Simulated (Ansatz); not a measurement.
The reference is WO3 (space group Cmcm, No. 63; a = 5.4539 Å, b = 5.4743 Å, c = 7.4603 Å; a cell from a computed database, its experimental status unchecked).

The change: a hydrostatic pressure of 10 GPa.

Levels (all Ansatz, a quantum-chemistry and plane-wave program, PAW): PBEsol (420 eV, scalar-relativistic without spin-orbit coupling); PBEsol+SOC (420 eV, noncollinear with spin-orbit coupling).

The geometry is relaxed with PBEsol.

- PBEsol band gap: 1.26 eV
- PBEsol gap character: indirect, Y → Γ
- PBEsol smallest direct gap: 1.32 eV
- PBEsol pressure: 100.0 kbar

### Question
How does going to PBEsol+SOC change the band gap, gap character, smallest direct gap and pressure?

### Answer
The band gap shrinks by 0.15 eV, from 1.26 eV to 1.11 eV; the gap character stays indirect, Y → Γ; the smallest direct gap drops by 0.014 eV, from 1.32 eV to 1.30 eV; the pressure decreases by 3.5 kbar (100.0 kbar → 96.5 kbar).

Single points use the geometry relaxed with PBEsol. The spin-orbit shifts are approximate. With W present, leaving out spin-orbit coupling can change the band edges. Load acts through the strain it causes; cell and atoms are relaxed under it. Whether these cells are dynamically stable was not tested. Competing high-pressure phases were not computed.
